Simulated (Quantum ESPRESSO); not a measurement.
Worked example: self-consistent single point of MgS (I4mm, 2 atoms in the cell) in Quantum ESPRESSO.

Method: LDA (PZ), GBRV 1.5 ultrasoft (LDA) pseudopotentials (plane waves; Quantum ESPRESSO).

The change in words: lattice scaled by 0.98; K_POINTS: automatic 8 8 8 0 0 0 → automatic 10 10 10 0 0 0. Reference geometry:
```
CELL_PARAMETERS angstrom
      0.00000     2.60780     2.60780
      2.60780     0.00000     2.60780
      2.60780     2.60780     0.00000
ATOMIC_POSITIONS crystal
  Mg 0.00959 0.00959 0.99041
  S  0.50000 0.50000 0.50000
```

Reference input (self-consistent single point, DFT, LDA (PZ), plane waves, GBRV 1.5 ultrasoft (LDA) pseudopotentials): ecutwfc = 40 Ry; ecutrho = 200 Ry; occupations = smearing; smearing = fermi-dirac; degauss = 0.0036749 Ry; potentials = {Mg: mg_lda_v1.4.uspp.F.UPF, S: s_lda_v1.4.uspp.F.UPF}; K_POINTS = automatic 8 8 8 0 0 0; conv_thr = 1e-10 Ry; mixing_beta = 0.3. This run's input differs from it in these lines:

```diff
@@ -26,10 +26,10 @@
 ATOMIC_POSITIONS angstrom
-Mg    0.0000000000    0.0000000000    0.0500019572
-S     2.6078000000    2.6078000000    2.6078000000
+Mg    0.0000000000    0.0000000000    0.0490019181
+S     2.5556440000    2.5556440000    2.5556440000
 K_POINTS automatic
-8 8 8  0 0 0
+10 10 10  0 0 0
 CELL_PARAMETERS angstrom
-   0.0000000000     2.6078000000     2.6078000000
-   2.6078000000     0.0000000000     2.6078000000
-   2.6078000000     2.6078000000     0.0000000000
+   0.0000000000     2.5556440000     2.5556440000
+   2.5556440000     0.0000000000     2.5556440000
+   2.5556440000     2.5556440000     0.0000000000
```

Log, with long lists cut:

```
     Self-consistent Calculation

     iteration #  1     ecut=    40.00 Ry     beta= 0.30

     total energy              =    -149.38161793 Ry
     estimated scf accuracy    <       0.16099546 Ry

     iteration #  2     ecut=    40.00 Ry     beta= 0.30

     total energy              =    -149.37069427 Ry
     estimated scf accuracy    <       0.03555676 Ry

     iteration #  3     ecut=    40.00 Ry     beta= 0.30

     total energy              =    -149.37540380 Ry
     estimated scf accuracy    <       0.00293014 Ry

   [... 5 blocks of this kind left out ...]

     iteration #  9     ecut=    40.00 Ry     beta= 0.30

     total energy              =    -149.37567411 Ry
     estimated scf accuracy    <          2.0E-10 Ry

     iteration # 10     ecut=    40.00 Ry     beta= 0.30
     End of self-consistent calculation

     Number of k-points >= 100: set verbosity='high' to print the bands.

     the Fermi energy is     8.2494 ev

!    total energy              =    -149.37567411 Ry
     estimated scf accuracy    <          4.6E-11 Ry
     smearing contrib. (-TS)   =      -0.00000000 Ry
     internal energy E=F+TS    =    -149.37567411 Ry

     convergence has been achieved in  10 iterations

     Forces acting on atoms (cartesian axes, Ry/au):

     atom    1 type  1   force =     0.00000000    0.00000000   -0.00661320
     atom    2 type  2   force =     0.00000000    0.00000000    0.00661320

     Total force =     0.009352     Total SCF correction =     0.000009

          total   stress  (Ry/bohr**3)                   (kbar)     P=        9.73
   0.00005809  -0.00000000  -0.00000000            8.55       -0.00       -0.00
  -0.00000000   0.00005809   0.00000000           -0.00        8.55        0.00
  -0.00000000   0.00000000   0.00008215           -0.00        0.00       12.09

   JOB DONE.
```

The run converged in 10 iterations. Against the reference run the free energy falls by 9.7 meV/atom, the pressure goes from -3.69 to 0.97 GPa, the largest force goes from 0.122 to 0.170 eV/Å and the gap on the mesh goes from 2.546 to 2.671 eV.

The starting cell has typed, rounded lattice constants, without a prior relaxation at this level. Its lattice was rescaled by up to half a per cent. One atom was moved a little off its site on purpose. For this run, on top of that: lattice scaled by 0.98.
